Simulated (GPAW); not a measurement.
# Pressure against volume in zinc-blende CdS (space group 216) (GPAW, PBE)

```xyz
2
Lattice="0.0000 2.8583 2.8583 2.8583 0.0000 2.8583 2.8583 2.8583 0.0000" Properties=species:S:1:pos:R:3 pbc="T T T"
Cd     0.0000     0.0000     0.0000
S      4.2874     4.2874     4.2874
```

Level of theory: PBE, GPAW PAW datasets PBE (gpaw-data 1.0.1) (plane waves; GPAW 25.7.0). Settings: mode = pw; ecut = 585 eV; xc = PBE; kpts = 10 10 10; mesh shift (steps) = 0 0 0; occupations.name = fermi-dirac; occupations.width = 0.01 eV; nbands = -8; convergence.density = 1e-05 e/electron; convergence.bands = -6; symmetry.symmorphic = false; symmetry.tolerance = 0.0005; maxiter = 150. The cell above is the first row's. The rows scale it uniformly. In all rows fractional positions and the k mesh are held.

| V (Å^3/atom) | P (GPa) |
|---|---|
| 23.351 | ? |
| 23.859 | 5.39 |
| 24.366 | 3.82 |
| 24.874 | 2.41 |
| 25.381 | 1.15 |
| 25.889 | 0.03 |
| 26.397 | -0.98 |
| 26.904 | -1.88 |
| 27.412 | -2.69 |

**Question.** Fit P against V with a cubic, and predict the withheld value at V = 23.351.

**Answer.** With u = V - 25.6, the rows have u = -1.7410, -1.2340, -0.7260, -0.2190, 0.2890, 0.7970, 1.3040, 1.8120. Least squares gives P = 0.651 - 2.2320·u + 0.2483·u² - 0.01897·u³. Residuals (row less fit): 0.000, 0.001, 0.000, -0.002, 0.004, 0.000, -0.001, 0.001; standard error 0.002 (degrees of freedom: 4). The fitted pressure is zero at V0 = 25.90, where dP/dV = -2.087, so B0 = -V0·dP/dV = 54.1 GPa. At the withheld row, u = -2.2490, so P = 0.651 - 2.2320 × (-2.2490) + 0.2483 × (-2.2490)² - 0.01897 × (-2.2490)³ = 7.142 GPa. The calculation gives 7.14 GPa, which the fit meets to the printed digits. The row lies outside the fitted rows, so this is an extrapolation. From the scatter of the fitted rows alone, a prediction at this place has a standard error of 0.006 GPa, so the miss is 0.3 times that.

Carrying the step between the two nearest rows on in a straight line would have given 6.96, off by 0.18; series whose last step already gives the withheld value aren't shown. The scan was laid around a cell of about the measured size, scaled by a guess for this functional. This is a metastable polymorph. The runs keep the symmetry of the cell, so they don't test it for distortions. Cutoffs and mesh are single choices, not tested for convergence of this quantity. Series with a scatter that would blur these digits, or in which a gap closes, are not shown.
